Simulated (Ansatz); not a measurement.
## Pressure series in TiAl

Take TiAl (space group P4/mmm, No. 123) as the base.

```
TiAl
1.0
    2.82408     0.00000     0.00000
    0.00000     2.82408     0.00000
    0.00000     0.00000     4.07063
Al Ti
1 1
Direct
  0.50000   0.50000   0.50000
  0.00000   0.00000   0.00000
```

Cell and atoms are relaxed at each pressure.

Levels (all Ansatz, a program for electronic structure, PAW, earlier PAW set): PBE (420 eV, without spin-orbit coupling); r2SCAN (500 eV, no SOC).

The base cell above is that of PBE; each level relaxes its own structures.

| case | volume per atom, PBE | volume per atom, r2SCAN |
|---|---|---|
| pressure −2 GPa | 16.53 Å³ | 16.34 Å³ |
| pressure −1 GPa | 16.38 Å³ | 16.19 Å³ |
| pressure 0.9 GPa | 16.11 Å³ | 15.94 Å³ |
| pressure 2.1 GPa | 15.95 Å³ | 15.79 Å³ |
| pressure 4.5 GPa | 15.64 Å³ | 15.51 Å³ |
| pressure 9 GPa | 15.15 Å³ | 15.04 Å³ |
| pressure 15 GPa | 14.58 Å³ | 14.50 Å³ |
| pressure 22.5 GPa | 13.99 Å³ | 13.93 Å³ |
| pressure 30 GPa | 13.49 Å³ | 13.45 Å³ |

PBE lies above r2SCAN in every row, by 0.04 Å³ to 0.20 Å³. They put the cases in the same order.

Load acts through the strain it causes; cell and atoms are relaxed under it. Stability against distortions was not tested. No other phases were tried under pressure. All final runs are without spin polarisation.
